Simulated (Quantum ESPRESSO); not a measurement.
A self-consistent single point of Ag (Im-3m, 1 atom in the cell) with Quantum ESPRESSO.

Method of the run: LDA (PZ), PSlibrary ultrasoft (LDA) pseudopotentials (plane waves; Quantum ESPRESSO).

```
CELL_PARAMETERS angstrom
     -1.66393     1.66393     1.66393
      1.66393    -1.66393     1.66393
      1.66393     1.66393    -1.66393
ATOMIC_POSITIONS crystal
  Ag 0.00000 0.00000 0.00000
```

Reference input (self-consistent single point, DFT, LDA (PZ), plane waves, PSlibrary ultrasoft (LDA) pseudopotentials): ecutwfc = 50 Ry; ecutrho = 300 Ry; occupations = smearing; smearing = fd; degauss = 0.0073499 Ry; potentials = {Ag: Ag.pz-n-rrkjus_psl.1.0.0.UPF}; K_POINTS = automatic 10 10 10 0 0 0; conv_thr = 1e-09 Ry. This run's input differs from it in these lines:

```diff
@@ -13,4 +13,4 @@
  ntyp = 1,
- ecutwfc = 50,
- ecutrho = 300,
+ ecutwfc = 88,
+ ecutrho = 528,
  occupations = 'smearing',
```

Output (repeated stretches shortened):

```
     Self-consistent Calculation

     iteration #  1     ecut=    88.00 Ry     beta= 0.70

     Threshold (ethr) on eigenvalues was too large:
     Diagonalizing with lowered threshold

     total energy              =     -84.20674064 Ry
     estimated scf accuracy    <       0.00264160 Ry

     iteration #  2     ecut=    88.00 Ry     beta= 0.70

     total energy              =     -84.20732964 Ry
     estimated scf accuracy    <       0.00215483 Ry

     iteration #  3     ecut=    88.00 Ry     beta= 0.70

     total energy              =     -84.20779400 Ry
     estimated scf accuracy    <       0.00001431 Ry

     iteration #  4     ecut=    88.00 Ry     beta= 0.70

     total energy              =     -84.20779598 Ry
     estimated scf accuracy    <       0.00000024 Ry

     iteration #  5     ecut=    88.00 Ry     beta= 0.70

     total energy              =     -84.20779609 Ry
     estimated scf accuracy    <       0.00000001 Ry

     iteration #  6     ecut=    88.00 Ry     beta= 0.70
     End of self-consistent calculation

     the Fermi energy is    11.1363 ev

!    total energy              =     -84.20779609 Ry
     estimated scf accuracy    <          1.6E-11 Ry
     smearing contrib. (-TS)   =      -0.00148130 Ry
     internal energy E=F+TS    =     -84.20631480 Ry

     convergence has been achieved in   6 iterations

     Forces acting on atoms (cartesian axes, Ry/au):

     atom    1 type  1   force =     0.00000000    0.00000000    0.00000000

     Total force =     0.000000     Total SCF correction =     0.000000

          total   stress  (Ry/bohr**3)                   (kbar)     P=     -120.04
  -0.00081604   0.00000000   0.00000000         -120.04        0.00        0.00
   0.00000000  -0.00081604   0.00000000            0.00     -120.04        0.00
   0.00000000   0.00000000  -0.00081604            0.00        0.00     -120.04

   JOB DONE.
```

The run converged in 6 iterations. Against the reference run the free energy goes down by 66.8 meV/atom and the pressure goes from -13.70 to -12.00 GPa.

The starting cell comes from a database of computed structures (which also holds hypothetical and non-ambient phases and stackings), without a prior relaxation at this level. Its lattice was rescaled by up to half a per cent.
